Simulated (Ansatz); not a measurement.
# Convergence series on CuZn (Pm-3m, 2 atoms in the cell)

```
CuZn
1.0
    2.93141     0.00000     0.00000
    0.00000     2.93141     0.00000
    0.00000     0.00000     2.93141
Zn Cu
1 1
Direct
  0.50000   0.50000   0.50000
  0.00000   0.00000   0.00000
```

Method: PBE, PAW files (plane waves; Ansatz, a program for electronic structure).

The starting cell has typed, rounded lattice constants, without a prior relaxation at this level. Its lattice was rescaled by a random factor within 2.5 % of one. Spin polarisation is off. In the base run, with a pressure of about 4 GPa the cell is away from its equilibrium volume at this level. Ansatz's pressure includes its estimate of the finite-basis (Pulay) stress.

Held fixed: kpoints.mp_grid.grid = 9 9 9; hamiltonian.xc = pbe; hamiltonian.pseudopotentials = {kind: paw} (the program's default PAW files); scf.occupations.method = methfessel_paxton; scf.occupations.width = 0.01 Ry.

ΔF is the free energy per atom less that of the last row (16).

The series runs over basis.ecutrho_ratio = 2; 3; 4; 5; 6; 8; 10; 12; 16.

### Question
From which setting on does the energy stay within 2 meV/atom of the last one?

### Answer
From basis.ecutrho_ratio = 3 on; the one before it is off by 26 meV/atom.

### Question
From which setting on does the pressure stay within 0.1 GPa of the last one?

### Answer
From basis.ecutrho_ratio = 3 on; the one before it is off by 2.0 GPa. The value it settles on is 4.26 GPa at this level of theory and with the other settings as held.

```json
[
 {"basis.ecutrho_ratio": "2", "ΔF (meV/atom)": "-26.4", "pressure (GPa)": "6.29"},
 {"basis.ecutrho_ratio": "3", "ΔF (meV/atom)": "-0.66", "pressure (GPa)": "4.31"},
 {"basis.ecutrho_ratio": "4", "ΔF (meV/atom)": "-0.01", "pressure (GPa)": "4.26"},
 {"basis.ecutrho_ratio": "5", "ΔF (meV/atom)": "0.00", "pressure (GPa)": "4.26"},
 {"basis.ecutrho_ratio": "6", "ΔF (meV/atom)": "0.00", "pressure (GPa)": "4.26"},
 {"basis.ecutrho_ratio": "8", "ΔF (meV/atom)": "0.00", "pressure (GPa)": "4.26"},
 {"basis.ecutrho_ratio": "10", "ΔF (meV/atom)": "0.00", "pressure (GPa)": "4.26"},
 {"basis.ecutrho_ratio": "12", "ΔF (meV/atom)": "0.00", "pressure (GPa)": "4.26"},
 {"basis.ecutrho_ratio": "16", "ΔF (meV/atom)": "0.00", "pressure (GPa)": "4.26"}
]
```

Keys are those of Ansatz 0.2.
